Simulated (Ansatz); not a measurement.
The starting structures come from a database of crystals and need not be the phases stable at ambient conditions.

Input:

```yaml
crystal:
  lattice:
    - [8.80736, 0.00000, 0.00000]
    - [3.45666, 8.10069, 0.00000]
    - [2.67535, -4.05035, 4.49986]
  atoms:
    - { symbol: Rb, position: [0.25000, 0.25000, 0.50000] }
    - { symbol: Rb, position: [0.75000, 0.75000, 0.50000] }
    - { symbol: Rb, position: [0.27961, 0.72039, 0.00000] }
    - { symbol: Rb, position: [0.72039, 0.27961, 0.00000] }
    - { symbol: P, position: [0.14712, 0.14712, 0.00000] }
    - { symbol: P, position: [0.85288, 0.85288, 0.00000] }
    - { symbol: P, position: [0.86672, 0.27956, 0.41284] }
    - { symbol: P, position: [0.13328, 0.72044, 0.58716] }
    - { symbol: P, position: [0.27956, 0.86672, 0.58716] }
    - { symbol: P, position: [0.72044, 0.13328, 0.41284] }
```

Space group of this cell: Fmmm. The cell is taken as given.

Transport runs along the normal of the first two printed cell vectors.

The gap is the functional's own. No spin-orbit coupling. Mid-gap values are interpolated on the energy grid.

Question: Estimate the band gap and the smallest decay constant κ at mid-gap that r2SCAN (Ansatz, an electronic-structure program) returns for this system.

Answer: Gap 1.01 eV on a 8×8×8 mesh; κ = 0.235 1/Å, at (0.250, 0.250) of the in-plane reciprocal vectors. At the zone centre, at the nearest computed energy, the slowest state has κ = 0.24 1/Å.
